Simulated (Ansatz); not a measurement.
## A computed series for SrHfO3: element substitutions

Consider SrHfO$_{3}$ in the cubic perovskite structure (space group Pm-3m, No. 221; a = 4.1058 Å).

Each row replaces one element on all its sites; cell and atoms are relaxed.

The values are results of Kohn–Sham DFT with the PBEsol functional, run in Ansatz (a program for electronic structure) with PAW and 420 eV plane waves, scalar-relativistic without spin-orbit coupling, not measurements.

```tsv
change	band gap	volume per atom
base	3.72 eV	13.84 Å³
O → N	zero	…
Sr → Mg	…	…
O → C	zero	15.84 Å³
```

Task: Some entries are withheld; estimate them.

Result: 
- O → N, volume per atom: 14.88 Å³
- Sr → Mg, band gap: 0.84 eV
- Sr → Mg, volume per atom: 13.27 Å³

Other magnetic orders, which the real material may have, were not ruled out. With Hf present, leaving out spin-orbit coupling can change the band edges. Stability against distortions was not tested. As relaxed here, SrHfN3, HfMgO3 and SrHfC3 are hypothetical phases, not in the database extracts checked. Spin-polarised in the final run: SrHfN3; the other runs are not. Many cubic perovskites are stable only at high temperature; tilts and polar distortions were not tested. SrHfC3 has a high density of states at the Fermi level and may be magnetic at this level.
